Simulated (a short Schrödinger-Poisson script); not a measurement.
System: MOS inversion layer, Si3N4 on p-type Si(100), at 300 K.

From the gate side: 6.8 nm Si3N4; 940 nm Si, acceptors 2.1e17 cm⁻³.

Constants are typed, rounded textbook-type inputs, not results; the design itself was drawn at random and stands for no fabricated device. Si3N4: permittivity 7.5, conduction-band edge (eV) 1.95, gap (eV) 5.1, electron mass (mₑ) 0.5. Si: permittivity 11.7, conduction-band edge (eV) 0, gap (eV) 1.124, Nv at 300 K (cm⁻³) 3.1e19.

Channel valleys (confinement mass, in-plane density-of-states mass, number): Δ2 0.916, 0.19, 2; Δ4 0.19, 0.417, 4. At the gate the conduction-band edge of layer 1 lies 2.16 eV − eVg above the Fermi level of the channel; the field vanishes at the back. Gaps are held at their typed values at every temperature. Mesh 0.03 nm at interfaces.

From a short Schrödinger-Poisson script (our own, NumPy): 1D Poisson equation in equilibrium, electrons quantum, Hartree (BenDaniel-Duke, 12 states a valley, the channel's in-plane mass for all, wave functions ending at the dielectric), parabolic valleys, classical holes, full ionisation, no traps, pinning or gate leakage.

| Vg (V) | electrons (cm⁻²) | C (μF/cm²) | Δ2 E0 (meV from the Fermi level) | Δ4 E0 (meV from the Fermi level) |
|---|---|---|---|---|
| 0.3 | 1.76e9 | 0.135 | 219.2 | 263.0 |
| 0.4 | 3.65e10 | 0.255 | 139.7 | 185.3 |
| 0.5 | 2.52e11 | 0.559 | 88.2 | 136.3 |
| 0.6 | 6.33e11 | 0.697 | 62.6 | 113.7 |
| 0.7 | 1.08e12 | 0.755 | 46.8 | 101.1 |
| 0.8 | 1.56e12 | 0.787 | 35.5 | 92.7 |
| 0.9 | 2.05e12 | 0.806 | 26.5 | 86.7 |
| 1 | 2.56e12 | 0.820 | 18.9 | 81.9 |
| 1.1 | 3.07e12 | 0.830 | 12.4 | 78.1 |
| 1.2 | 3.59e12 | 0.838 | 6.6 | 74.8 |
| 1.3 | 4.11e12 | 0.845 | 1.3 | 72.0 |
| 1.4 | 4.64e12 | 0.850 | -3.6 | 69.6 |
| 1.5 | 5.17e12 | 0.854 | -8.2 | 67.3 |
| 1.6 | 5.71e12 | 0.858 | -12.5 | 65.3 |
| 1.7 | 6.24e12 | 0.862 | -16.6 | 63.5 |
| 1.8 | 6.78e12 | 0.865 | -20.5 | 61.8 |
| 1.9 | 7.32e12 | 0.867 | -24.3 | 60.2 |

Gate voltages with under 1e9 electrons/cm² are left out.

Task: At Vg = 1.9 V the lowest Δ2 subband lies at -24.3 meV from the Fermi level. How many electrons does it hold, and what share of all?

Result: The two-dimensional density of states is g m/(πħ²) = 1.59e11 cm⁻² meV⁻¹ (both spins), kT = 25.9 meV, so n = D kT ln(1 + exp(−E/kT)) = 5.21e12 cm⁻², 0.71 of the 7.32e12 cm⁻² in all.

Task: Compare the slope of the sheet density between 1.7 and 1.9 V with the geometric capacitance of the layers between gate and channel.

Result: q Δn/ΔV = 0.865 μF/cm²; ε0/Σ(t/ε) = 0.977 μF/cm². The ratio is 0.89: the channel acts as a further capacitance in series.
